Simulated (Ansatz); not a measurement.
The reference is AlAs in the zinc blende structure (space group F-43m, No. 216).

```
CELL_PARAMETERS angstrom
      0.00000     2.83735     2.83735
      2.83735     0.00000     2.83735
      2.83735     2.83735     0.00000
ATOMIC_POSITIONS crystal
  As 0.25000 0.25000 0.25000
  Al 0.00000 0.00000 0.00000
```

Cartesian axes are those of the cell as printed.

Calculations: PBEsol (Ansatz, a quantum-chemistry and plane-wave program), no SOC.

One thing is altered: uniaxial strain ε_yy = +0.55 %, all other strain components held at zero, atoms relaxed at fixed cell.

Task: Predict the stress tensor and what it implies for the stiffness.

Result: Stress of the strained cell less that of the base (GPa, compression positive):
```
  -0.29    0.00    0.00
   0.00   -0.59    0.00
   0.00    0.00   -0.29
```

Then −Δσ_ii/ε with ε = 0.0055 gives relaxed-ion elastic constants: C22 ≈ 107 GPa, C12 ≈ 53 GPa and C23 ≈ 53 GPa.

Whether these cells are dynamically stable was not tested.
